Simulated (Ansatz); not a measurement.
Take SrZrO$_{3}$ (space group Imma, No. 74; a = 5.7955 Å, b = 8.1350 Å, c = 5.8136 Å; a cell from a computed database, its experimental status unchecked) as the base.

Computed with Ansatz (a first-principles code), PBEsol, PAW, cutoff 420 eV, no spin-orbit coupling.

Before the change:

| Item | Result |
|---|---|
| Smallest direct gap | 3.67 eV |
| Electron mass | 0.41 mₑ along a, 2.5 mₑ along b, 0.49 mₑ along c (at Γ) |

It is then changed as follows: hydrostatic tension (pressure −2 GPa).

Problem. How does this affect the smallest direct gap and electron mass?

Solution. The smallest direct gap drops by 0.02 eV, from 3.67 eV to 3.65 eV; the electron mass goes from 0.41 mₑ along a, 2.5 mₑ along b, 0.49 mₑ along c (at Γ) to 0.41 mₑ along a, 2.6 mₑ along b, 0.49 mₑ along c (at Γ).

Load acts through the strain it causes; cell and atoms are relaxed under it. Masses are band curvatures over ±0.01 Å⁻¹ around the edge. No phonon test of stability was made.
